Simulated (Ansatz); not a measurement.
The boundary is one mirror-built cell; no search for the lowest one was made.

The junction is Σ3 (111) symmetric tilt boundary in fcc Cu, with one F atom a cell (5.7 Å²) in the boundary, the cell area is 5.70 Å² and the transmission a spin is 0.1969. The channels of the lower lead is 0.7976. The channels of the upper lead is 0.7988.

Computed with PBE (plane waves, PAW; Ansatz, a quantum-chemistry and plane-wave program).

Problem. Work out the resistance-area product that the junction adds between diffusive leads.

Solution. AR = A (h/2e²)[1/T − 1/(2N₁) − 1/(2N₂)] = 5.70 × 10⁻²⁰ m² × 12906 Ω × 3.83 = 2.8 × 10⁻¹⁵ Ω m².
